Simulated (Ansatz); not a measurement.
## Hypothetical Fm-3m WSe2, pressure series

Take WSe$_{2}$ (space group Fm-3m, No. 225; a = 6.266 Å; ferromagnetic; a hypothetical phase, not in the database extracts checked) as the base.

Cell and atoms are relaxed at each pressure.

Levels (all Ansatz, an electronic-structure program, PAW): PBE (420 eV, no spin-orbit coupling); r2SCAN (500 eV, no spin-orbit coupling).

The base cell above is that of PBE; each level relaxes its own structures.

| case | largest site moment, PBE | largest site moment, r2SCAN |
|---|---|---|
| pressure −2 GPa | 1.32 μB | 1.47 μB |
| pressure −1 GPa | 1.31 μB | … |
| pressure 1.8 GPa | 1.26 μB | 1.39 μB |
| pressure 4.2 GPa | 1.22 μB | 1.36 μB |
| pressure 9 GPa | 1.12 μB | … |
| pressure 18 GPa | 0.84 μB | … |

Problem. Some entries are withheld; estimate them.

Solution. 
- pressure −1 GPa, largest site moment, r2SCAN: 1.45 μB
- pressure 9 GPa, largest site moment, r2SCAN: 1.30 μB
- pressure 18 GPa, largest site moment, r2SCAN: 1.22 μB

PBE lies below r2SCAN in every row, by 0.13 μB to 0.37 μB. They put the cases in the same order.

Other magnetic orders, which the real material may have, were not ruled out. Load acts through the strain it causes; cell and atoms are relaxed under it. No phonon test of stability was made. Competing high-pressure phases were not computed. Starting moments died away, wholly or in part, for pressure 18 GPa; another magnetic solution may exist.
